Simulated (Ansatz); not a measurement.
Si_N in wurtzite GaN: one set of geometries, relaxed with PBE, evaluated in Ansatz (PAW, plane waves to 420 eV, 500 eV under r2SCAN) with PBE, r2SCAN.

Set-up: 96-site cell; 2×2×2 shifted k-points; start: the N site; charged states image-corrected; not converged in cell size; flagged in the runs: a host whose relaxation on this sampling wasn't shown to rest, a strain field that reaches the edge of the cell.

```tsv
quantity	PBE	r2SCAN
host gap (eV)	1.71	___
ε(+1/0) above the VBM (eV)	0.57	___
ε(0/−1) above the VBM (eV)	1.12	___
largest moment on one atom at charge +1 (μB)	0.33	___
neutral formation energy against N2 molecule in a box, silicon (eV)	5.36	___
largest moment on one atom at charge 0 (μB)	0.15	___
```

**Question.** Given the lower rungs, what does r2SCAN give?

**Answer.** 
- host gap (eV), r2SCAN: 2.12
- ε(+1/0) above the VBM (eV), r2SCAN: 0.69
- ε(0/−1) above the VBM (eV), r2SCAN: 1.28
- largest moment on one atom at charge +1 (μB), r2SCAN: 0.35
- neutral formation energy against N2 molecule in a box, silicon (eV), r2SCAN: 5.48
- largest moment on one atom at charge 0 (μB), r2SCAN: 0.16

Ansatz is a first-principles code.
